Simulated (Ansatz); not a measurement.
# Response to strain in Ru

The reference is Ru in the hcp (Mg type) structure (space group P6_3/mmc, No. 194).

```
CELL_PARAMETERS angstrom
      2.70456     0.00000     0.00000
     -1.35228     2.34222     0.00000
      0.00000     0.00000     4.26009
ATOMIC_POSITIONS crystal
  Ru 0.33333 0.66667 0.75000
  Ru 0.66667 0.33333 0.25000
```

Cartesian axes are those of the cell as printed.

Strains are applied to the cell and any free atomic positions relax.

Computed with r2SCAN in Ansatz (plane waves to 500 eV, PAW, spin-orbit coupling left out).

Candidates:
(a) uniaxial strain ε_xx = −0.66 %
(b) uniaxial strain ε_xx = −0.37 %
(c) isotropic strain +5.49 %
(d) strain tensor (xx, yy, zz, yz, xz, xy) = (−1.19, +0.21, +0.39, −1.22, −0.49, −0.57) %
(e) uniaxial strain ε_zz = −4.37 %

Notes on the quantities. energy relative to the base: free energy F.

Order them by energy relative to the base, lowest first.

(b) uniaxial strain ε_xx = −0.37 % (+0.4 meV/atom), (a) uniaxial strain ε_xx = −0.66 % (+1.2 meV/atom), (d) strain tensor (xx, yy, zz, yz, xz, xy) = (−1.19, +0.21, +0.39, −1.22, −0.49, −0.57) % (+10 meV/atom), (e) uniaxial strain ε_zz = −4.37 % (+62 meV/atom), (c) isotropic strain +5.49 % (+0.315 eV/atom)

Without a gap, meshes like the base's 20×20×11 leave anisotropic stresses uncertain by several tenths of a GPa, and small strain energies with them. Whether these cells are dynamically stable was not tested. The final runs are not spin-polarised.

Ansatz is a first-principles code.
